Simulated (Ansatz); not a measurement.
Partial pair distribution functions of a relaxed model of amorphous In6Ga12Zn6O33, broadened by 0.06 Å; density 5.51 g/cm³. All values below come from PBE, scalar-relativistic without spin-orbit coupling (plane waves to 420 eV, PAW; Ansatz, a program for electronic structure).

The cell was made by melting and quenching with the CHGNet potential and then relaxed with DFT. O atoms were pushed apart under 1.9 Å during the dynamics, to hinder bonds among them. The hot cell started wider than the set density and was brought back towards it in steps. It is the lowest in DFT energy of 2 quenches. It is a model cell: composition and starting density were chosen by hand, and all elements were melted together. No dispersion term was used. Its density started from a set value of 5.59 and ended at 5.51 g/cm³. The quench (nominally 170 K/ps over its main leg) was far faster than any real one, so the model tends to hold more defects than a real film. Values belong to this one cell and scatter from quench to quench. Volume and shape were free in the relaxation.

```json
[
 {"r (Å)": "1.60", "g Ga-O": "0.00", "g In-O": "0.00", "g Ga-Ga": "0.00", "g O-O": "0.00"},
 {"r (Å)": "1.70", "g Ga-O": "0.28", "g In-O": "0.00", "g Ga-Ga": "0.00", "g O-O": "0.00"},
 {"r (Å)": "1.80", "g Ga-O": "4.62", "g In-O": "0.00", "g Ga-Ga": "0.00", "g O-O": "0.00"},
 {"r (Å)": "1.90", "g Ga-O": "9.84", "g In-O": "0.09", "g Ga-Ga": "0.00", "g O-O": "0.00"},
 {"r (Å)": "2.00", "g Ga-O": "4.04", "g In-O": "2.09", "g Ga-Ga": "0.00", "g O-O": "0.00"},
 {"r (Å)": "2.10", "g Ga-O": "1.86", "g In-O": "6.50", "g Ga-Ga": "0.00", "g O-O": "0.00"},
 {"r (Å)": "2.20", "g Ga-O": "0.83", "g In-O": "6.02", "g Ga-Ga": "0.00", "g O-O": "0.00"},
 {"r (Å)": "2.30", "g Ga-O": "0.27", "g In-O": "2.56", "g Ga-Ga": "0.00", "g O-O": "0.00"},
 {"r (Å)": "2.40", "g Ga-O": "0.07", "g In-O": "1.36", "g Ga-Ga": "0.00", "g O-O": "0.01"},
 {"r (Å)": "2.50", "g Ga-O": "0.00", "g In-O": "0.17", "g Ga-Ga": "0.00", "g O-O": "0.27"},
 {"r (Å)": "2.60", "g Ga-O": "0.03", "g In-O": "0.01", "g Ga-Ga": "0.00", "g O-O": "0.87"},
 {"r (Å)": "2.70", "g Ga-O": "0.15", "g In-O": "0.23", "g Ga-Ga": "0.00", "g O-O": "1.41"},
 {"r (Å)": "2.80", "g Ga-O": "0.16", "g In-O": "0.55", "g Ga-Ga": "0.10", "g O-O": "2.30"},
 {"r (Å)": "2.90", "g Ga-O": "0.12", "g In-O": "0.29", "g Ga-Ga": "0.98", "g O-O": "2.80"},
 {"r (Å)": "3.00", "g Ga-O": "0.43", "g In-O": "0.10", "g Ga-Ga": "1.28", "g O-O": "2.98"},
 {"r (Å)": "3.10", "g Ga-O": "0.36", "g In-O": "0.25", "g Ga-Ga": "2.31", "g O-O": "2.38"},
 {"r (Å)": "3.20", "g Ga-O": "0.66", "g In-O": "0.40", "g Ga-Ga": "2.97", "g O-O": "1.62"},
 {"r (Å)": "3.30", "g Ga-O": "0.70", "g In-O": "0.35", "g Ga-Ga": "3.87", "g O-O": "1.43"},
 {"r (Å)": "3.40", "g Ga-O": "0.52", "g In-O": "0.35", "g Ga-Ga": "2.67", "g O-O": "1.28"},
 {"r (Å)": "3.50", "g Ga-O": "0.87", "g In-O": "0.70", "g Ga-Ga": "1.24", "g O-O": "1.10"},
 {"r (Å)": "3.60", "g Ga-O": "1.04", "g In-O": "1.09", "g Ga-Ga": "1.52", "g O-O": "1.00"},
 {"r (Å)": "3.70", "g Ga-O": "0.97", "g In-O": "1.27", "g Ga-Ga": "1.64", "g O-O": "0.85"},
 {"r (Å)": "3.80", "g Ga-O": "0.99", "g In-O": "0.93", "g Ga-Ga": "0.93", "g O-O": "0.86"},
 {"r (Å)": "3.90", "g Ga-O": "1.17", "g In-O": "0.94", "g Ga-Ga": "0.29", "g O-O": "0.76"},
 {"r (Å)": "4.00", "g Ga-O": "1.30", "g In-O": "1.39", "g Ga-Ga": "0.34", "g O-O": "0.59"},
 {"r (Å)": "4.10", "g Ga-O": "1.06", "g In-O": "1.45", "g Ga-Ga": "0.09", "g O-O": "0.48"},
 {"r (Å)": "4.20", "g Ga-O": "1.32", "g In-O": "1.01", "g Ga-Ga": "0.00", "g O-O": "0.45"},
 {"r (Å)": "4.30", "g Ga-O": "1.31", "g In-O": "1.00", "g Ga-Ga": "0.12", "g O-O": "0.51"}
]
```

Within 2.44 Å each Ga has 4.58 O neighbours on average.
